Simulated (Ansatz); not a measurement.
**Effect of isotropic strain −0.50 % on Zn**

Start from Zn in the hcp (Mg type) structure (space group P6_3/mmc, No. 194; a = 2.6129 Å, c = 4.7815 Å; relaxed with 0.1 eV smearing).

Now apply this change: every lattice vector is shortened by 0.50 %, atoms relaxed at fixed cell.

Method: Ansatz (a program for electronic structure), PBEsol, PAW, cutoff 420 eV, no SOC. k-mesh 25×25×13 (Γ-centred); smearing 0.1 eV (Fermi–Dirac).

```csv
quantity,base,changed,shift
volume per atom,14.14 Å³,13.92 Å³,-0.211 Å³
space group,P6_3/mmc (No. 194),P6_3/mmc (No. 194),–
shortest interatomic distance,2.613 Å,2.600 Å,-0.013 Å
energy relative to the base (free energy F),0 meV/atom,+0.9 meV/atom,+0.9 meV/atom
"pressure (mean of the normal stresses, compression positive)",0.0 GPa,1.5 GPa,+1.5 GPa
band gap,zero,zero,–
```

Final structure:

```
CELL_PARAMETERS angstrom
      2.59986     0.00000     0.00000
     -1.29993     2.25155     0.00000
      0.00000     0.00000     4.75755
ATOMIC_POSITIONS crystal
  Zn 0.66667 0.33333 0.75000
  Zn 0.33333 0.66667 0.25000
```

Stability against distortions was not tested.
